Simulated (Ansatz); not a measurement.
# Pd, pressure series

The reference is Pd in the fcc (Cu type) structure (space group Fm-3m, No. 225; a = 3.943 Å).

Cell and atoms are relaxed at each pressure.

Computed with PBE (Ansatz, a program for electronic structure, PAW, scalar-relativistic without spin-orbit coupling).

```tsv
pressure (GPa)	volume per atom (Å³/atom)
-1	15.417
0	15.323
0.9	15.243
2.1	15.139
4.5	14.943
9	14.617
15	14.243
22.5	?
30	13.504
```

Fit the third-order Birch–Murnaghan form P(V) = (3B₀/2)[(V₀/V)^(7/3) − (V₀/V)^(5/3)]·[1 + (3/4)(B₀′ − 4)((V₀/V)^(2/3) − 1)] (squares taken in P) to the rows shown and predict the withheld row.

Least squares on the printed values gives V₀ = 15.323 Å³/atom, B₀ = 168 GPa, B₀′ = 5.5; this predicts 13.844 Å³/atom, and the run gives 13.845 Å³/atom, in agreement.

Load acts through the strain it causes; cell and atoms are relaxed under it. Whether these cells are dynamically stable was not tested. No other phases were tried under pressure. The final runs are not spin-polarised.
